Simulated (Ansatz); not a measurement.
We consider rock-salt LuN, described by PBE0 (plane waves, PAW; Ansatz, a quantum-chemistry and plane-wave program).

Settings: plane-wave cutoff 460 eV, 10×10×10 k mesh, Fermi–Dirac smearing 0.05 eV, scalar-relativistic PAW data made under PBE.

The volume scan:

```tsv
V (Å³/atom)	E − E_lowest (meV/atom)	P (GPa)
12.787	21.34	10.57
13.054	7.54	6.07
13.460	0.00	0.04
13.796	4.58	-4.31
14.133	17.72	-8.13
```

**Question.** Fit the third-order Birch–Murnaghan equation and give B0 and B′.

**Answer.** V0 = 13.463 Å³/atom, B0 = 185 GPa, B′ = 4.1 (fit to the energies at full precision).

Spin–orbit coupling is not included.

Static lattice: no zero-point or thermal effects.

Computing time: roughly 17 core-minutes.
